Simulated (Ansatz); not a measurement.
Cubic perovskite BaHfO3, treated with PBE0 (Ansatz, a first-principles code, plane waves, PAW).

Settings: plane-wave cutoff 460 eV, 6×6×6 k mesh, Fermi–Dirac smearing 0.01 eV, scalar-relativistic PAW data made under PBE.

Cell (relaxed at this level):

```
CELL_PARAMETERS angstrom
      4.17498     0.00000     0.00000
      0.00000     4.17498     0.00000
      0.00000     0.00000     4.17498
ATOMIC_POSITIONS crystal
  Ba 0.00000 0.00000 0.00000
  Hf 0.50000 0.50000 0.50000
  O  0.50000 0.00000 0.50000
  O  0.00000 0.50000 0.50000
  O  0.50000 0.50000 0.00000
```

Task: Give the computed bulk modulus B0, band gap, smallest direct gap on the k points sampled and pressure derivative B′ of the bulk modulus.

Result: 
- bulk modulus B0 = 171 GPa
- band gap = 5.94 eV (on the SCF k mesh)
- smallest direct gap on the k points sampled = 6.09 eV
- pressure derivative B′ of the bulk modulus = 4.3

Spin–orbit coupling is not included.

Computed values are for the static lattice.
